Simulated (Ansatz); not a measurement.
# W3N4 (space group Pm-3m, No. 221)

```yaml
crystal:
  lattice:
    - [4.17923, 0.00000, 0.00000]
    - [0.00000, 4.17923, 0.00000]
    - [0.00000, 0.00000, 4.17923]
  atoms:
    - { symbol: N, position: [0.50000, 0.50000, 0.50000] }
    - { symbol: N, position: [0.50000, 0.00000, 0.00000] }
    - { symbol: N, position: [0.00000, 0.50000, 0.00000] }
    - { symbol: N, position: [0.00000, 0.00000, 0.50000] }
    - { symbol: W, position: [0.50000, 0.50000, 0.00000] }
    - { symbol: W, position: [0.00000, 0.50000, 0.50000] }
    - { symbol: W, position: [0.50000, 0.00000, 0.50000] }
```

Computed with PBEsol/PAW in Ansatz (a first-principles code), no spin-orbit coupling. Γ-centred 11×11×11 mesh, Fermi–Dirac width 0.05 eV.

```yaml
volume_per_atom: 10.43 Å³
density: 13.82 g/cm³
band_gap: zero
total_energy: -4612.173 eV/atom (σ→0; compares only within this code and set-up)
```

No phonon test of stability was made. The final runs are not spin-polarised.
